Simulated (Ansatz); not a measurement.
Consider SnSe₂ in the CdI2 type structure (space group P-3m1, No. 164; a = 3.826 Å, c = 6.231 Å; layered, stacked along the Cartesian z axis). Axes: x lies along a and z along c of the hexagonal cell.

All numbers come from r2SCAN+rVV10 (Ansatz, a program for electronic structure; PAW; 500 eV plane waves; no spin-orbit coupling).

Before the change:

| Quantity | Result |
|---|---|
| Band gap | 0.94 eV |
| Smallest direct gap | 1.49 eV |

Modification: strain tensor (xx, yy, zz, yz, xz, xy) = (+2.10, −0.11, −1.02, +2.00, −0.39, −1.56) %; the atoms relax in the strained cell.

Question: What happens to the band gap, stress and smallest direct gap?

Answer: The band gap drops by 0.20 eV to 0.74 eV; the stress (xx, yy, zz, yz, xz, xy; compression positive) is (-1.97, -0.34, 0.07, -0.30, 0.12, 1.25) GPa; the smallest direct gap drops by 0.265 eV (1.49 eV → 1.22 eV).

Stability against distortions was not tested.
